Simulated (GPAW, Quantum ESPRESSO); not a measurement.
A Quantum ESPRESSO input for a self-consistent single point of YbH2 (Fm-3m, 3 atoms in the cell) (DFT, LDA (PZ), plane waves, SSSP 1.1.2 efficiency (PBE) pseudopotentials):

```fortran
&control
   calculation = 'scf',
   prefix = 'ybh2',
   outdir = './tmp/',
   pseudo_dir = './',
   tprnfor = .true.,
   tstress = .true.,
/
&system
   ibrav = 2,
   A = 5.4008500000,
   nat = 3,
   ntyp = 2,
   ecutwfc = 55,
   ecutrho = 440,
   occupations = 'smearing',
   smearing = 'fermi-dirac',
   degauss = 0.0036749,
   input_dft = 'pz',
/
&electrons
   conv_thr = 1.0d-10,
   mixing_beta = 0.7,
/
ATOMIC_SPECIES
Yb   173.0540  Yb.GGA-PBE-paw-v1.0.UPF
H      1.0080  H.pbe-rrkjus_psl.1.0.0.UPF
ATOMIC_POSITIONS crystal
Yb    0.0000000000    0.0000000000    0.0000000000
H     0.7500000000    0.7500000000    0.7500000000
H     0.2500000000    0.2500000000    0.2500000000
K_POINTS automatic
9 9 9  0 0 0
```

Problem. Translate this input to GPAW.

Solution. This is the input that was run; spellings and numerical settings could be chosen otherwise.

```python
from ase import Atoms
from ase.units import GPa
from gpaw import GPAW, PW, FermiDirac

atoms = Atoms(['Yb', 'H', 'H'],
              cell=[[0.000000, 2.700425, 2.700425],
                    [2.700425, 0.000000, 2.700425],
                    [2.700425, 2.700425, 0.000000]],
              scaled_positions=[[0.000000, 0.000000, 0.000000],
                                [0.750000, 0.750000, 0.750000],
                                [0.250000, 0.250000, 0.250000]],
              pbc=True)

calc = GPAW(mode=PW(800),
            xc='LDA',
            kpts=(9, 9, 9),
            occupations=FermiDirac(0.05),
            nbands=-11,
            symmetry={'symmorphic': False, 'tolerance': 0.0005},
            maxiter=150)

atoms.calc = calc

energy = atoms.get_potential_energy()
print('Energy (eV):', round(energy, 6))
forces = atoms.get_forces()
print('Forces (eV/Ang):')
print(forces.round(5))
stress = atoms.get_stress()
print('Stress (GPa, Voigt):', (stress / GPa).round(4))
```

Basis settings and potentials, where a program has them, do not carry over. This input uses DFT LDA (Perdew-Wang 92), plane waves, GPAW PAW datasets LDA (gpaw-data 1.0.1). LDA parametrisations can differ slightly between programs. Both were run: pressure -9.04 GPa in Quantum ESPRESSO and -7.82 in GPAW.

On GPAW: the starting cell comes from a database of computed structures (which also holds hypothetical and non-ambient phases and stackings), without a prior relaxation at this level. Spin polarisation is off. With a pressure of about -8 GPa the cell is away from its equilibrium volume at this level.

On Quantum ESPRESSO: the starting cell comes from a database of computed structures (which also holds hypothetical and non-ambient phases and stackings), without a prior relaxation at this level. Spin polarisation is off. With a pressure of about -9 GPa the cell is away from its equilibrium volume at this level.
